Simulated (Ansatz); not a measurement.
Zinc-blende LiCl (model structure), treated with PBE0 in Ansatz (plane waves, PAW).

Numerical settings: plane-wave cutoff 500 eV, 8×8×8 k mesh, gaussian smearing 0.02 eV, scalar-relativistic PAW data made under PBE.

Cell (relaxed with r²SCAN):

```yaml
crystal:
  lattice:
    - [0.00000, 2.73364, 2.73364]
    - [2.73364, 0.00000, 2.73364]
    - [2.73364, 2.73364, 0.00000]
  atoms:
    - { symbol: Li, position: [0.00000, 0.00000, 0.00000] }
    - { symbol: Cl, position: [0.25000, 0.25000, 0.25000] }
```

Q: Give the computed band gap.

A: 
- band gap = 8.11 eV (on the SCF k mesh)

Note: the relaxation could raise the start's symmetry but not lower it, so the cell can be a saddle point.

The computed numbers hold no vibrational or temperature effects.

A model structure was made by putting elements into a prototype or built by hand; it is no filed structure, need not be a known phase, and can be a saddle point held by its symmetry.

Ansatz is a program for electronic structure.
